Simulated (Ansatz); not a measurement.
**A computed series for SrMoO3: response to strain**

Base system: SrMoO3 (space group I4/mcm, No. 140; a cell from a computed database, its experimental status unchecked).

```xyz
10
Lattice="-2.7921 2.7921 3.9522 2.7921 -2.7921 3.9522 2.7921 2.7921 -3.9522" Properties=species:S:1:pos:R:3 pbc="T T T"
Sr     2.7921     0.0000     1.9761
Sr     0.0000     2.7921     1.9761
Mo     0.0000     0.0000     0.0000
Mo     0.0000     0.0000     3.9522
O      1.4510     1.3410     0.0000
O      1.3410     1.4510     3.9522
O      1.4510    -1.3410     3.9522
O      1.3410     4.1331     0.0000
O      0.0000     0.0000     1.9761
O      0.0000     0.0000     5.9283
```

Cartesian axes are those of the cell as printed.

Strains are applied to the cell and any free atomic positions relax; under biaxial strain the out-of-plane vector relaxes too.

Level of theory: PBEsol (Ansatz, a program for electronic structure; PAW; 420 eV plane waves; scalar-relativistic without spin-orbit coupling).

Notes on the quantities. energy relative to the base: free energy F; pressure: mean of the normal stresses, compression positive.

| change | energy relative to the base | pressure | volume per atom |
|---|---|---|---|
| base | 0 meV/atom | 0.0 GPa | 12.32 Å³ |
| biaxial strain −1.86 %, plane normal [001], relaxed out of plane | … | … | … |
| biaxial strain +4.06 %, plane normal [001], relaxed out of plane | +45 meV/atom | -9.0 GPa | 13.06 Å³ |
| uniaxial strain ε_zz = −5.72 % | +59 meV/atom | 15.1 GPa | 11.62 Å³ |

Problem. Fill in the withheld entries from the trend.

Solution. 
- biaxial strain −1.86 %, plane normal [001], relaxed out of plane, energy relative to the base: +9.6 meV/atom
- biaxial strain −1.86 %, plane normal [001], relaxed out of plane, pressure: 4.4 GPa
- biaxial strain −1.86 %, plane normal [001], relaxed out of plane, volume per atom: 12.04 Å³

Without a gap, meshes like the base's 12×12×12 leave anisotropic stresses uncertain by several tenths of a GPa, and small strain energies with them. Whether these cells are dynamically stable was not tested. No Hubbard U is applied, and correlation can decide whether such a compound is a metal. All final runs are without spin polarisation.
